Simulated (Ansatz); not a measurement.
# Cubic perovskite BaLiF3

Calculation: r²SCAN in Ansatz (PAW).

Numerical settings: plane-wave cutoff 560 eV, 8×8×8 k mesh, Fermi–Dirac smearing 0.01 eV, scalar-relativistic PAW data made under PBE.

Cell (relaxed at this level):

BaLiF3 is modelled in the cubic space group Pm-3m (No. 221), the cubic perovskite structure, Pearson symbol cP5. Cell: a = b = c = 3.9814 Å, α = β = γ = 90.00°. Ba on 1a is surrounded by 12 F at 2.815 Å (cuboctahedral). Li on 1b is surrounded by 6 F at 1.991 Å (octahedral). F on 3c is coordinated by 2 Li at 1.991 Å and 4 Ba at 2.815 Å (octahedral). (Neighbours: up to the widest gap in distance over summed covalent radii, below 1.35, at either atom; cation-cation and far metal-metal contacts left out.)

For cubic perovskite BaLiF3, the bulk modulus is 80.0 GPa, the band gap comes out as 7.40 eV and the pressure derivative B′ of the bulk modulus is 4.8.

Note: the relaxation could not lower the start's symmetry, so the cell can be a saddle point above a distorted one.

Spin–orbit coupling is not included.

Computed values are for the static lattice.

Computing time: around 110 core-seconds (rough).

Ansatz is a program for electronic structure.
